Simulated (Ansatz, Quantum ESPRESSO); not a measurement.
InPd (Pm-3m, 2 atoms in the cell) computed with different codes at matched settings

Self-consistent single point.

```
InPd
1.0
    3.29806     0.00000     0.00000
    0.00000     3.29806     0.00000
    0.00000     0.00000     3.29806
In Pd
1 1
Direct
  0.00000   0.00000   0.00000
  0.50000   0.50000   0.50000
```

Shared settings, as Ansatz (an electronic-structure program) writes them: kpoints.mp_grid.grid = 13 13 13; magnetization.spin_orbit = true; scf.occupations.method = gaussian; scf.occupations.width = 0.2 eV. Potentials and cutoffs stand in the table.

```tsv
code	model	pressure (GPa)	cutoff
Quantum ESPRESSO	PBE, spin-orbit coupling, PSlibrary fully relativistic ultrasoft (PBE) pseudopotentials	-0.21	50 Ry
Ansatz	PBE with spin-orbit coupling, default PAW files	0.65	420 eV
```

The spread over the programs that give each value: pressure within 0.86 GPa.

Ansatz's pressure is given at a fixed set of plane waves, as the other plane-wave codes print theirs; with its correction for the finite basis it is 0.73 GPa.

The starting cell comes from a database of computed structures (which also holds hypothetical and non-ambient phases and stackings), without a prior relaxation at this level. Its lattice was rescaled by a random factor within 2.5 % of one.

Left out of this page: Elk, FLEUR and SIESTA (not drawn, or without a comparable value).

Keys are those of Ansatz 0.2.
